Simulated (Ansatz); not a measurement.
Consider YN in the rock salt structure (space group Fm-3m, No. 225; a = 4.820 Å).

All numbers come from LDA/PAW in Ansatz (a program for electronic structure), no spin-orbit coupling.

For the base:

* **Lattice parameter a**: 4.820 Å
* **Band gap**: zero

Perturbation: a negative pressure, −1 GPa.

Problem. Estimate the effect on the lattice parameter a.

Solution. The lattice parameter a increases by 0.009 Å (4.820 Å → 4.829 Å).

Problem. What does the calculation give for the band gap after the change?

Solution. The band gap stays zero.

Load acts through the strain it causes; cell and atoms are relaxed under it. No phonon test of stability was made. All final runs are without spin polarisation. Gaps under 0.05 eV, about the width of the smearing, are given as zero. A zero or small gap of YN can be the functional's error rather than a property of the material.
